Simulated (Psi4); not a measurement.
Psi4 1.11, PBE0/def2-svp: Au(I)(CO) ([O+]#[C-]->[Au][I]), 4 atoms. The geometry is a generated start, not checked to be a minimum at this level.

```yaml
task: energy
method: pbe0
basis: def2-svp
memory: 3 GB
maxiter: 100
keys_of_the_molecule_block: symmetry c1
scf_type: df (default)
guess: auto, which took SAD (default)
scf_initial_accelerator: adiis (default)
e_convergence: 1e-06 (default)
d_convergence: 1e-06 (default)
dft_radial_points: 75 (default)
dft_spherical_points: 302 (default)
effective_core_potentials: those of the basis set, past Kr
basis_functions: 86
grid_points: 85992
```

```xyz
4

Au    -0.0084     0.4646    -0.3677
I     -0.3356     2.3682    -1.9568
O      0.1767    -1.8597     1.5139
C      0.1673    -0.9731     0.8106
```

Charge 0 and multiplicity 1 are set for this test and not shown to be the ground state.

One run each on 2 threads. Values of diis_max_vecs tried: 3, 6, 10 (default), 20.

Which value of diis_max_vecs needs the fewest SCF iterations, and what happens away from it?

Fewest SCF iterations, within one of each other: 6 with 10, 10 (default) with 10, 20 with 10. The count rises to 19 at 3. All converge to one solution.

| diis_max_vecs | SCF iterations | end |
|---|---|---|
| 3 | 19 | same solution |
| 6 | 10 | same solution |
| 10 (default) | 10 | same solution |
| 20 | 10 | same solution |
